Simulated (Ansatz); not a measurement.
Cell of bismuthene on bismuthene on bismuthene (facing Bi atop Bi, which symmetry holds and which is mostly a maximum against sliding; bismuthene a predicted or substrate-bound sheet, here free), atoms relaxed in a fixed cell:

```yaml
crystal:
  lattice:
    - [4.27875, 0.00000, 0.00000]
    - [-2.13938, 3.70551, 0.00000]
    - [0.00000, 0.00000, 29.92000]
  atoms:
    - { symbol: Bi, position: [0.33333, 0.66667, 0.28598] }
    - { symbol: Bi, position: [0.66667, 0.33333, 0.34436] }
    - { symbol: Bi, position: [0.66667, 0.33333, 0.47081] }
    - { symbol: Bi, position: [0.33333, 0.66667, 0.52919] }
    - { symbol: Bi, position: [0.33333, 0.66667, 0.65564] }
    - { symbol: Bi, position: [0.66667, 0.33333, 0.71402] }
```

Level of theory: PBE+D3(BJ) (plane waves to 420 eV, PAW; Ansatz, a first-principles code). Scalar-relativistic, without spin–orbit coupling. Its k-point mesh 9×9×1, Fermi–Dirac width 0.01 eV. A dipole correction is on.

Give the plane-averaged electrostatic potential energy of an electron along the normal (the smooth PAW potential), about its mean over the cell, from 5 Å under the lowest atom to 5 Å over the highest.

(z (Å), V (eV)): (3.590, 4.31); (3.740, 4.31); (4.039, 4.31); (4.189, 4.31); (4.338, 4.31); (4.488, 4.31); (4.787, 4.31); (4.937, 4.31); (5.086, 4.31); (5.236, 4.30); (5.535, 4.29); (5.685, 4.28); (5.834, 4.27); (6.134, 4.22); (6.283, 4.18); (6.433, 4.12); (6.582, 4.04); (6.882, 3.74); (7.031, 3.48); (7.181, 3.10); (7.480, 1.76); (7.630, 0.59); (7.779, -1.13); (7.929, -3.50); (8.228, -8.57); (8.378, -10.22); (8.527, -10.97); (8.677, -10.82); (8.976, -8.09); (9.126, -6.08); (9.275, -4.42); (9.574, -4.33); (9.724, -5.94); (9.874, -7.95); (10.023, -9.70); (10.322, -10.99); (10.472, -10.31); (10.622, -8.73); (10.921, -3.72); (11.070, -1.33); (11.220, 0.42); (11.370, 1.61); (11.669, 2.95); (11.818, 3.30); (11.968, 3.51); (12.118, 3.61); (12.417, 3.51); (12.566, 3.30); (12.716, 2.95); (13.015, 1.63); (13.165, 0.46); (13.314, -1.27); (13.464, -3.65); (13.763, -8.67); (13.913, -10.29); (14.062, -11.00); (14.362, -9.78); (14.511, -8.04); (14.661, -6.03); (14.810, -4.40); (15.110, -4.40); (15.259, -6.03); (15.409, -8.04); (15.558, -9.78); (15.858, -11.00); (16.007, -10.29); (16.157, -8.67); (16.456, -3.65); (16.606, -1.27); (16.755, 0.46); (16.905, 1.63); (17.204, 2.95); (17.354, 3.30); (17.503, 3.51); (17.802, 3.61); (17.952, 3.51); (18.102, 3.30); (18.251, 2.95); (18.550, 1.61); (18.700, 0.42); (18.850, -1.33); (18.999, -3.72); (19.298, -8.73); (19.448, -10.31); (19.598, -10.99); (19.897, -9.70); (20.046, -7.95); (20.196, -5.94); (20.346, -4.33); (20.645, -4.42); (20.794, -6.08); (20.944, -8.10); (21.243, -10.82); (21.393, -10.97); (21.542, -10.22); (21.692, -8.57); (21.991, -3.50); (22.141, -1.13); (22.290, 0.59); (22.440, 1.76); (22.739, 3.10); (22.889, 3.48); (23.038, 3.73); (23.338, 4.03); (23.487, 4.12); (23.637, 4.18); (23.786, 4.22); (24.086, 4.27); (24.235, 4.28); (24.385, 4.29); (24.684, 4.30); (24.834, 4.31); (24.983, 4.31); (25.133, 4.31); (25.432, 4.31); (25.582, 4.31); (25.731, 4.31); (25.881, 4.31); (26.180, 4.31); (26.330, 4.31)
